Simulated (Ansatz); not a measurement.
CsCl-type NiAl, treated with RPBE (Ansatz, a program for electronic structure, PAW).

Settings: plane-wave cutoff 520 eV, 20×20×20 k mesh, Fermi–Dirac smearing 0.05 eV, no spin polarisation, scalar-relativistic PAW data made under PBE.

Cell (relaxed at this level):

```
AlNi
1.0
    2.91638     0.00000     0.00000
    0.00000     2.91638     0.00000
    0.00000     0.00000     2.91638
Al Ni
1 1
Direct
  0.50000   0.50000   0.50000
  0.00000   0.00000   0.00000
```

**Question.** What does this level give for the bulk modulus and pressure derivative B′ of the bulk modulus?

**Answer.** 
bulk modulus: 149 GPa
pressure derivative B′ of the bulk modulus: 4.4

The run finds no gap.

Measured, for comparison: bulk modulus 156 GPa (room temperature, no zero-point or thermal correction; as tabulated in Yamada et al. (2019), arXiv:1910.09660). Computed (rounded) less measured: bulk modulus -4 %.

Cost on a shared machine: roughly 90 core-seconds.
